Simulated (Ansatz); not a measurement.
Hypothetical rock salt FeGe, response to strain

The parent structure is FeGe in the rock salt structure (space group Fm-3m, No. 225; a = 5.022 Å; ferromagnetic; a hypothetical phase, not in the database extracts checked). Axes: x, y, z lie along the cube axes.

Strains are applied to the cell and any free atomic positions relax; under biaxial strain the out-of-plane vector relaxes too; under stress the whole cell relaxes.

All numbers come from Ansatz (a quantum-chemistry and plane-wave program) r2SCAN, without spin-orbit coupling.

Notes on the quantities. pressure: mean of the normal stresses, compression positive; energy relative to the base: free energy F.

| case | space group | largest site moment | pressure | energy relative to the base |
|---|---|---|---|---|
| base | Fm-3m (No. 225) | 2.97 μB | 0.0 GPa | 0 meV/atom |
| biaxial strain −3.79 %, plane normal [001], relaxed out of plane | I4/mmm (No. 139) | 2.77 μB | 6.2 GPa | +32 meV/atom |
| isotropic strain −4.82 % | Fm-3m (No. 225) | 2.49 μB | 16.7 GPa | +100 meV/atom |
| isotropic strain +0.23 % | Fm-3m (No. 225) | 2.99 μB | -0.6 GPa | +0.2 meV/atom |
| uniaxial strain ε_xx = −5.95 % | I4/mmm (No. 139) | 2.74 μB | 6.6 GPa | +38 meV/atom |
| uniaxial strain ε_xx = −2.98 % | I4/mmm (No. 139) | 2.87 μB | 2.9 GPa | +8.6 meV/atom |
| uniaxial strain ε_yy = −0.30 % | I4/mmm (No. 139) | 2.96 μB | 0.3 GPa | +0.1 meV/atom |
| uniaxial strain ε_zz = +2.51 % | I4/mmm (No. 139) | 3.02 μB | -2.0 GPa | +5.1 meV/atom |
| uniaxial stress, 2 GPa compression along z | I4/mmm (No. 139) | 2.95 μB | – | +1.1 meV/atom |
| uniaxial stress, 1 GPa compression along z | I4/mmm (No. 139) | 2.96 μB | – | +0.3 meV/atom |

Other magnetic orders, which the real material may have, were not ruled out. Without a gap, meshes like the base's 16×16×16 leave anisotropic stresses uncertain by several tenths of a GPa, and small strain energies with them. Stability under load was not tested beyond the relaxation.
